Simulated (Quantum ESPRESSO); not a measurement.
Input and output of a self-consistent single point for Zr (P6_3/mmc, 4 atoms in the cell) (Quantum ESPRESSO).

Method of the run: LDA (PZ), GBRV 1.5 ultrasoft (LDA) pseudopotentials (plane waves; Quantum ESPRESSO 7.5).

```yaml
crystal:
  lattice:
    - [3.18530, 0.00000, 0.00000]
    - [-1.59265, 2.75855, 0.00000]
    - [0.00000, 0.00000, 10.24871]
  atoms:
    - { symbol: Zr, position: [0.00000, 0.00000, 0.00000] }
    - { symbol: Zr, position: [0.00000, 0.00000, 0.50000] }
    - { symbol: Zr, position: [0.33333, 0.66667, 0.25000] }
    - { symbol: Zr, position: [0.66667, 0.33333, 0.75000] }
```

Reference input (self-consistent single point, DFT, LDA (PZ), plane waves, GBRV 1.5 ultrasoft (LDA) pseudopotentials): ecutwfc = 40 Ry; ecutrho = 320 Ry; occupations = smearing; smearing = gauss; degauss = 0.0147 Ry; potentials = {Zr: zr_lda_v1.uspp.F.UPF}; K_POINTS = automatic 10 10 3 0 0 0; conv_thr = 1e-11 Ry; mixing_beta = 0.5. This run's input differs from it in these lines:

```diff
@@ -18,3 +18,3 @@
    smearing = 'gauss',
-   degauss = 0.0147,
+   degauss = 0.02205,
 /
```

Log, with long lists cut:

```
     Self-consistent Calculation

     iteration #  1     ecut=    40.00 Ry     beta= 0.50

     Threshold (ethr) on eigenvalues was too large:
     Diagonalizing with lowered threshold

     negative rho (up, down):  2.477E-01 0.000E+00

     total energy              =    -397.17343402 Ry
     estimated scf accuracy    <       0.05761247 Ry

     iteration #  2     ecut=    40.00 Ry     beta= 0.50

     negative rho (up, down):  2.491E-01 0.000E+00

     total energy              =    -397.17235289 Ry
     estimated scf accuracy    <       0.01876487 Ry

     iteration #  3     ecut=    40.00 Ry     beta= 0.50

     negative rho (up, down):  2.500E-01 0.000E+00

     total energy              =    -397.16952005 Ry
     estimated scf accuracy    <       0.10485676 Ry

   [... 7 blocks of this kind left out ...]

     iteration # 11     ecut=    40.00 Ry     beta= 0.50

     negative rho (up, down):  2.506E-01 0.000E+00

     total energy              =    -397.17988330 Ry
     estimated scf accuracy    <          1.4E-10 Ry

     iteration # 12     ecut=    40.00 Ry     beta= 0.50

     negative rho (up, down):  2.506E-01 0.000E+00
     End of self-consistent calculation

     the Fermi energy is    14.3529 ev

!    total energy              =    -397.17988330 Ry
     estimated scf accuracy    <          2.9E-12 Ry
     smearing contrib. (-TS)   =      -0.01956997 Ry
     internal energy E=F+TS    =    -397.16031334 Ry

     convergence has been achieved in  12 iterations

     negative rho (up, down):  2.506E-01 0.000E+00

     Forces acting on atoms (cartesian axes, Ry/au):

     atom    1 type  1   force =    -0.00000000    0.00000000   -0.00000000
   [... zero for the other atoms too ...]

     Total force =     0.000000     Total SCF correction =     0.000000

     negative rho (up, down):  2.506E-01 0.000E+00
          total   stress  (Ry/bohr**3)                   (kbar)     P=      -30.53
  -0.00023046   0.00000000   0.00000000          -33.90        0.00        0.00
   0.00000000  -0.00023046   0.00000000            0.00      -33.90        0.00
   0.00000000   0.00000000  -0.00016170            0.00        0.00      -23.79

   JOB DONE.
```

The run converged in 12 iterations. Against the reference run the free energy goes down by 18.6 meV/atom and the pressure goes from -3.21 to -3.05 GPa.

The starting cell was generated: these elements placed on a structure prototype, without a prior relaxation; it need not be a known phase or ordering of this composition. Its lattice was rescaled by a random factor within 2.5 % of one. With a pressure of about -3 GPa the cell is away from its equilibrium volume at this level.
